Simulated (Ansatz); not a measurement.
Levels about the gap of amorphous Al30O33N8 (71 atoms in a cell of 785 Å³, 3.07 g/cm³; zone centre alone, so wide bands show as single levels with stretches between that a denser mesh fills), at the geometry that PBE relaxed, where it gives 0.1 GPa on a denser mesh. The participation number counts the atoms over which a state spreads; weights are charges in smoothed Voronoi cells. The levels come from a single point, so bond lengths are those of that geometry. Method of the levels: PBE, scalar-relativistic without spin-orbit coupling (Ansatz, a first-principles code). Sampling: the zone centre alone; Fermi-Dirac width 0.02 eV; no spin polarisation. At PBE the levels at the filled edge of the gap are localised (band-tail or defect states), and the nearest spread-out levels lie 3.4 eV apart at the zone centre.

Preparation: random packing, a CHGNet melt and quench, and a DFT relaxation. O and N atoms were pushed apart under 1.9 Å during the dynamics, to hinder bonds among them. The hot cell started wider than the set density and was brought back towards it in steps. It is the lowest in DFT energy of 2 quenches. It is a model cell: composition and starting density were chosen by hand, and all elements were melted together. No dispersion term was used. A short ab initio anneal came between quench and relaxation. Its density started from a set value of 3.19 and ended at 3.07 g/cm³. The simulated quench (nominally 88 K/ps over its main leg) is rapid and tends to freeze in more defects than a deposited or slowly cooled glass has. A cell of this size samples the disorder only roughly. The volume was free in the relaxation, at fixed shape. Stress components on the final sampling reach 1.7 GPa.

| E - E(highest filled), eV | filling | participation number | largest on | weight O | weight N | weight Al |
|---|---|---|---|---|---|---|
| -1.02 | filled | 18.2 | N, 4 neighbours | 0.43 | 0.45 | 0.11 |
| -0.92 | filled | 17.2 | O, 3 neighbours | 0.71 | 0.21 | 0.08 |
| -0.91 | filled | 7.2 | N, 4 neighbours | 0.38 | 0.50 | 0.12 |
| -0.73 | filled | 11.5 | N, 3 neighbours | 0.51 | 0.39 | 0.11 |
| -0.62 | filled | 7.5 | O, 3 neighbours | 0.78 | 0.15 | 0.07 |
| -0.15 | filled | 3.3 | N, 3 neighbours | 0.21 | 0.68 | 0.11 |
| 0.00 | filled | 2.6 | N, 3 neighbours | 0.21 | 0.68 | 0.11 |
| 2.70 | empty | 64.2 | Al, 4 neighbours | 0.45 | 0.12 | 0.43 |
| 4.74 | empty | 38.7 | Al, 4 neighbours | 0.36 | 0.18 | 0.46 |
| 5.04 | empty | 31.3 | Al, 4 neighbours | 0.43 | 0.12 | 0.45 |
| 5.09 | empty | 39.9 | Al, 4 neighbours | 0.42 | 0.13 | 0.45 |
| 5.13 | empty | 33.6 | Al, 5 neighbours | 0.46 | 0.10 | 0.45 |
| 5.22 | empty | 37.2 | Al, 4 neighbours | 0.42 | 0.15 | 0.44 |
| 5.37 | empty | 51.7 | Al, 4 neighbours | 0.48 | 0.10 | 0.41 |

Most localised among these is the filled level at +0.00 eV, on a N atom, which has 3 neighbours (Al 1.79 Å, Al 1.79 Å, Al 1.81 Å).
